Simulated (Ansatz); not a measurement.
System: NiAs-type NiSb. Method: BLYP (Ansatz, a first-principles code, PAW).

Run with plane-wave cutoff 520 eV, 18×18×12 k mesh (along the axes of the cell as run), Fermi–Dirac smearing 0.05 eV, no spin polarisation, scalar-relativistic PAW data made under PBE.

Cell (relaxed at this level):

```xyz
4
Lattice="2.0270 -3.5109 0.0000 2.0270 3.5109 0.0000 0.0000 0.0000 5.3214" Properties=species:S:1:pos:R:3 pbc="T T T"
Ni     0.0000     0.0000     2.6607
Ni     0.0000     0.0000     0.0000
Sb     2.0270     1.1703     1.3303
Sb     2.0270    -1.1703     3.9910
```

Q: Estimate the bulk modulus B0 and pressure derivative B′ of the bulk modulus that the calculation returns.

A: 
bulk modulus B0: 88.0 GPa
pressure derivative B′ of the bulk modulus: 4.8

The run finds no gap.

Note: the bulk modulus comes from volumes at which shape and atoms were relaxed.

Spin–orbit coupling is not included.

The computed numbers hold no vibrational or temperature effects.

Computing time: about 7 core-minutes (a rough figure).
